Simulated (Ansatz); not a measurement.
Base system: SiS₂ (space group Ibam, No. 72; made of chains).

```cif
data_S8Si4
_chemical_formula_sum 'S8 Si4'
_space_group_name_H-M_alt 'Ibam'
_space_group_IT_number 72
_space_group_name_Hall '-I 2 2c'
_cell_length_a 6.01854
_cell_length_b 9.39553
_cell_length_c 5.54483
_cell_angle_alpha 90.000
_cell_angle_beta 90.000
_cell_angle_gamma 90.000
loop_
_atom_site_label
_atom_site_type_symbol
_atom_site_symmetry_multiplicity
_atom_site_Wyckoff_symbol
_atom_site_fract_x
_atom_site_fract_y
_atom_site_fract_z
_atom_site_occupancy
S1 S 8 j 0.19459 0.12056 0.00000 1
Si1 Si 4 a 0.00000 0.00000 0.25000 1
```
(The calculation used a cell of 6 atoms; values per cell refer to that cell.)

Levels (all Ansatz, a first-principles code, PAW): PBEsol (420 eV, no spin-orbit coupling); HSE06 (420 eV, no SOC).

Its gap is 2.80 eV with PBEsol and 4.01 eV with HSE06.

It is then changed as follows: cell and atoms relaxed at a pressure of 9 GPa.

With PBEsol the gap becomes 2.04 eV.

If the HSE06 correction stayed the same, what would the HSE06 gap be, and what does the HSE06 run give?

A rigid correction of +1.21 eV gives 3.25 eV. The HSE06 run gives 3.09 eV, so the correction itself changes by -0.16 eV.

Single points use the geometry relaxed with PBEsol. HSE06 was sampled on its mesh, a few special points and the semilocal edge points, so its gap is an upper bound. Load acts through the strain it causes; cell and atoms are relaxed under it. Stability against distortions was not tested. No other phases were tried under pressure. No dispersion term is included in the PBEsol runs.
